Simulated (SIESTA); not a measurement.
Input and output of a self-consistent single point for Sn (I4_1/amd, 2 atoms in the cell) (SIESTA)

Method of the run: GGA PBE, numerical atomic orbitals DZP, PseudoDojo PBE standard norm-conserving potentials (rewritten from UPF to PSML) run with SIESTA.

This input was run:

```
# files in the folder: Sn.psml (PseudoDojo PBE standard)
SystemName  Sn
SystemLabel siesta

NumberOfAtoms                2
NumberOfSpecies              1
%block ChemicalSpeciesLabel
  1 50 Sn
%endblock ChemicalSpeciesLabel
LatticeConstant              1.0 Ang
%block LatticeVectors
    -2.915000000    2.915000000    1.590000000
     2.915000000   -2.915000000    1.590000000
     2.915000000    2.915000000   -1.590000000
%endblock LatticeVectors
AtomicCoordinatesFormat      ScaledCartesian
%block AtomicCoordinatesAndAtomicSpecies
     2.915000000    0.000000000    0.795000000  1
     0.000000000    0.000000000    0.000000000  1
%endblock AtomicCoordinatesAndAtomicSpecies

XC.functional                GGA
XC.authors                   PBE
PAO.BasisSize                DZP
PAO.EnergyShift              0.01 Ry
MeshCutoff                   350 Ry
%block kgrid.MonkhorstPack
    8   0   0  0.0
    0   8   0  0.0
    0   0   8  0.0
%endblock kgrid.MonkhorstPack
OccupationFunction           MP
OccupationMPOrder            0
ElectronicTemperature        100.0 meV

MaxSCFIterations             150
SCF.Mixer.Method             Broyden
SCF.Mixer.Weight             0.25
SCF.Mixer.History            8
SCF.DM.Tolerance             1.0E-04
Diag.ParallelOverK           true
WriteForces                  true
```

The program printed (abridged):

```
reinit: Reading from file input.fdf

reinit: System Name: Sn
reinit: System Label: siesta

coor:   Atomic-coordinates input format  =     Cartesian coordinates
coor:                                          (in units of alat)

siesta: Atomic coordinates (Bohr) and species
siesta:      5.50855   0.00000   1.50233  1        1
siesta:      0.00000   0.00000   0.00000  1        2

siesta: System type = bulk

initatomlists: Number of atoms, orbitals, and projectors:      2    36    64

siesta: ******************** Simulation parameters ****************************
redata: Spin configuration                          = none
redata: Time-Reversal Symmetry                      = T
redata: Number of Atomic Species                    =        1
redata: Mesh Cutoff                                 =   350.0000 Ry
redata: Net charge of the system                    =     0.0000 |e|
redata: Min. number of SCF Iter                     =        0
redata: Max. number of SCF Iter                     =      150
redata: SCF convergence failure will abort job
redata: SCF mix quantity                            = Hamiltonian
redata: Mix DM or H after convergence               =   F
redata: Recompute H after scf cycle                 =   F
redata: Mix DM in first SCF step                    =   T
redata: No kicks to SCF
redata: DM Mixing Weight for Kicks                  =     0.5000
redata: Require Harris convergence for SCF          =   F
redata: Harris energy tolerance for SCF             =     0.000100 eV
redata: Require DM convergence for SCF              =   T
redata: DM tolerance for SCF                        =     0.000100
redata: Require EDM convergence for SCF             =   F
redata: EDM tolerance for SCF                       =     0.001000 eV
redata: Require H convergence for SCF               =   T
redata: Hamiltonian tolerance for SCF               =     0.001000 eV
redata: Require (free) Energy convergence for SCF   =   F
redata: (free) Energy tolerance for SCF             =     0.000100 eV
redata: Using DFT-D3 dispersion                     =   F
redata: Using Saved Data (generic)                  =   F
redata: Method of Calculation                       = Diagonalization
redata: Electronic Temperature                      =  1160.4518 K
redata: Number of TDED substeps                     =        3
redata: Dynamics option                             = Single-point calculation
redata: Save all siesta data in one NC              =   F
redata: ***********************************************************************

%block SCF.Mixers
  Broyden
%endblock SCF.Mixers

%block SCF.Mixer.Broyden
  # Mixing method
  method broyden

  # Mixing options
  weight 0.2500
  weight.linear 0.2500
  weight.prime 0.2500
  history 8
%endblock SCF.Mixer.Broyden

DM_history_depth set to one: no extrapolation allowed by default for geometry relaxation
Size of DM history Fstack: 1
Total number of electrons:    28.000000
Total ionic charge:    28.000000

* ProcessorY, Blocksize:    1  37

* Orbital distribution balance (max,min):    36    36

k-point displ. along   1 input, could be:     0.00    0.50
k-point displ. along   2 input, could be:     0.00    0.50
k-point displ. along   3 input, could be:     0.00    0.50
 Kpoints in:          320 . Kpoints trimmed:          296

siesta: k-grid: Number of k-points = 296
siesta: k-points from Monkhorst-Pack grid
siesta: k-cutoff (effective) =    12.720 Ang
siesta: k-point supercell and displacements
siesta: k-grid:     8     0     0      0.000
siesta: k-grid:     0     8     0      0.000
siesta: k-grid:     0     0     8      0.000

diag: Algorithm                                     = D&C
diag: Parallel over k                               =   F
diag: Use parallel 2D distribution                  =   F
diag: Parallel block-size                           = 37
diag: Parallel distribution                         =     1 x     1
diag: Used triangular part                          = Lower
diag: Absolute tolerance                            =  0.100E-15
diag: Orthogonalization factor                      =  0.100E-05
diag: Memory factor                                 =  1.0000

superc: Internal auxiliary supercell:     7 x     7 x     5  =     245
superc: Number of atoms, orbitals, and projectors:    490   8820  15680

                        Single-point calculation

superc: Internal auxiliary supercell:     7 x     7 x     5  =     245
superc: Number of atoms, orbitals, and projectors:    490   8820  15680

outcell: Unit cell vectors (Ang):
       -2.915000    2.915000    1.590000
        2.915000   -2.915000    1.590000
        2.915000    2.915000   -1.590000

outcell: Cell vector modules (Ang)   :    4.418433    4.418433    4.418433
outcell: Cell angles (23,13,12) (deg):     97.4405     97.4405    137.8173
outcell: Cell volume (Ang**3)        :     54.0424
new_DM -- step:     1
Initializing Density Matrix...

Attempting to read DM from file... Failed...
DM filled with atomic data:

InitMesh: MESH = 48 x 48 x 60 = 138240
InitMesh: Mesh cutoff (required, used) =   350.000   374.695 Ry

stepf: Methfessel-Paxton step function
       Using Hermite-Gauss polynomials of order  0

        iscf     Eharris(eV)        E_KS(eV)     FreeEng(eV)     dDmax    Ef(eV) dHmax(eV)
   scf:    1    -4288.194409    -4288.402667    -4288.407340  0.842772 -3.315107  2.837498
   scf:    2    -4288.669898    -4288.540356    -4288.545245  0.042631 -3.392471  1.851667
   scf:    3    -4288.711288    -4288.638535    -4288.643951  0.074963 -3.533647  0.033781
   scf:    4    -4288.638597    -4288.638570    -4288.643988  0.001318 -3.536165  0.004028
   scf:    5    -4288.638593    -4288.638581    -4288.643993  0.000349 -3.536360  0.003416
   scf:    6    -4288.638597    -4288.638589    -4288.643995  0.000328 -3.536366  0.001895
   scf:    7    -4288.638597    -4288.638593    -4288.643996  0.000206 -3.536369  0.001045
   scf:    8    -4288.638596    -4288.638595    -4288.643996  0.000121 -3.536369  0.000619
   scf:    9    -4288.638596    -4288.638595    -4288.643996  0.000071 -3.536368  0.000380

SCF Convergence by DM+H criterion
max |DM_out - DM_in|         :     0.0000709660
max |H_out - H_in|      (eV) :     0.0003799155
SCF cycle converged after 9 iterations

Using DM_out to compute the final energy and forces

siesta: E_KS(eV) =            -4288.6386

siesta: E_KS - E_eggbox =     -4288.6386

siesta: Atomic forces (eV/Ang):
     1   -0.000019    0.000019   -0.000000
     2    0.000019   -0.000019    0.000000
   Tot   -0.000000   -0.000000   -0.000000
   Max    0.000019
   Res    0.000016    sqrt( Sum f_i^2 / 3N )
   Max    0.000019    constrained

Stress tensor Voigt[x,y,z,yz,xz,xy] (kbar):      -33.33      -33.33      -34.27        0.01        0.01        0.23
(Free)E + p*V (eV/cell)    -4287.5093
Target enthalpy (eV/cell)    -4288.6440

siesta: Program's energy decomposition (eV):
siesta: Ebs     =      -567.228692
siesta: Eions   =      3641.738807
siesta: Ena     =       127.100362
siesta: Ekin    =      2546.079367
siesta: Enl     =     -2122.046190
siesta: Eso     =         0.000000
siesta: Edftu   =         0.000000
siesta: DEna    =         2.072742
siesta: DUscf   =         0.528859
siesta: DUext   =         0.000000
siesta: Ex      =     -1131.902393
siesta: Ec      =       -68.732535
siesta: Exc     =     -1200.634928
siesta: Eharris =     -4288.638596
siesta: Etot    =     -4288.638595
siesta: FreeEng =     -4288.643996

siesta: Stress tensor (static) (eV/Ang**3):
siesta:    -0.020800    0.000146    0.000006
siesta:     0.000146   -0.020800    0.000006
siesta:     0.000006    0.000006   -0.021390

siesta: Cell volume =         54.042351 Ang**3

siesta: Pressure (static):
siesta:                Solid            Molecule  Units
siesta:           0.00022868          0.00022869  Ry/Bohr**3
siesta:           0.02099668          0.02099702  eV/Ang**3
siesta:          33.64038612         33.64093693  kBar
```

The run converged in 9 iterations.

The starting cell has typed, rounded lattice constants, without a prior relaxation at this level. Values carry the incompleteness of an atom-centred basis. With a pressure of about 3 GPa the cell is away from its equilibrium volume at this level.
